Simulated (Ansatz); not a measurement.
Start from CsSnI$_{3}$ in the cubic perovskite structure (space group Pm-3m, No. 221; a = 6.0305 Å). Axes: x, y, z lie along the cube axes.

Level of theory: LDA (Ansatz, a quantum-chemistry and plane-wave program; PAW; 420 eV plane waves; without spin-orbit coupling).

Strains are applied to the cell and any free atomic positions relax.

One change was made to it. Results:

```json
[
 {"quantity": "energy relative to the base (free energy F)", "base": "0 meV/atom", "after": "+7.3 meV/atom"},
 {"quantity": "pressure (mean of the normal stresses, compression positive)", "base": "0.0 GPa", "after": "0.7 GPa"}
]
```

Task: Which of these changes matches the shifts?
A. uniaxial strain ε_zz = −2.40 %
B. uniaxial strain ε_zz = −0.60 %
C. uniaxial strain ε_zz = −3.00 %
D. uniaxial strain ε_zz = −1.20 %

Result: C, uniaxial strain ε_zz = −3.00 %. For comparison, the energy relative to the base in the other runs: uniaxial strain ε_zz = −1.20 % gives +1.1 meV/atom; uniaxial strain ε_zz = −2.40 % gives +4.6 meV/atom; uniaxial strain ε_zz = −0.60 % gives +0.3 meV/atom.

Stability against distortions was not tested. All final runs are without spin polarisation. Many cubic perovskites are stable only at high temperature; tilts and polar distortions were not tested.
